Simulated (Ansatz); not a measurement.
Here is the system:

```
CELL_PARAMETERS angstrom
      0.00000     3.03552     3.03552
      3.03552     0.00000     3.03552
      3.03552     3.03552     0.00000
ATOMIC_POSITIONS crystal
  Ga 0.00000 0.00000 0.00000
  Sb 0.25000 0.25000 0.25000
```

No spin polarisation.

The values are results of r2SCAN in Ansatz (plane waves to 500 eV, PAW, spin-orbit coupling left out), not measurements. Γ-centred 13×13×13 mesh, Fermi–Dirac width 0.05 eV.

**Question.** Estimate the band gap.

**Answer.** 0.64 eV.

**Question.** Predict the electron mass.

**Answer.** 0.034 mₑ (at Γ).

**Question.** Predict the gap character.

**Answer.** Direct at Γ.

**Question.** Predict the pressure.

**Answer.** 1.74 GPa.

With Sb present, leaving out spin-orbit coupling can change the band edges. The cells carry an imposed strain or load. Effective masses come from finite differences of ±0.01 Å⁻¹. No phonon test of stability was made. The cell was made from GaSb in the zinc blende structure (space group F-43m, No. 216) by this change: isotropic strain −1.00 %.

Ansatz is a quantum-chemistry and plane-wave program.
